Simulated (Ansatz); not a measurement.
Phonon-limited resistivity of YAl₃ (P6_3/mmc) against temperature in μΩ·cm, PBEsol, DFPT electron-phonon coupling, linearised Boltzmann equation in Ansatz (a program for electronic structure), harmonic crystal at a fixed cell. x, y and z are the axes of this cell:
```yaml
crystal:
  lattice:
    - [6.19739, 0.00000, 0.00000]
    - [-3.09870, 5.36710, 0.00000]
    - [0.00000, 0.00000, 4.60314]
  atoms:
    - { symbol: Y, position: [0.33333, 0.66667, 0.75000] }
    - { symbol: Y, position: [0.66667, 0.33333, 0.25000] }
    - { symbol: Al, position: [0.14816, 0.29633, 0.25000] }
    - { symbol: Al, position: [0.85184, 0.70367, 0.75000] }
    - { symbol: Al, position: [0.85184, 0.14816, 0.75000] }
    - { symbol: Al, position: [0.14816, 0.85184, 0.25000] }
    - { symbol: Al, position: [0.70367, 0.85184, 0.25000] }
    - { symbol: Al, position: [0.29633, 0.14816, 0.75000] }
```

```tsv
T	ρ (x, y)	ρ (z)
50 K	0.81	0.39
77 K	2.5	1.24
100 K	?	2.2
150 K	9.6	?
200 K	14.8	7.4
250 K	19.9	9.9
273 K	22	11.1
300 K	25	12.4
350 K	30	14.9
400 K	35	17.3
500 K	44	22
600 K	53	27
```

### Question
Some entries are withheld; supply them.

### Answer

- 100 K, ρ (x, y): 4.5
- 150 K, ρ (z): 4.8

A metal at this level (no band gap). Only scattering by harmonic phonons is included (no impurities, grain boundaries, electron-electron scattering or thermal expansion). Spin-orbit coupling is left out. The run warned that the eigensolver left some states short of its tolerance. Halving the electron mesh (16x16x20) moves the resistivity by up to 13 %. Smearing 0.20 eV; phonons on a 3x3x3 q mesh, which this run doesn't test and which matters most at low temperature.

Computed structure with no diffraction record at hand here (it may be known, metastable or hypothetical): YAl3 (P6_3/mmc).
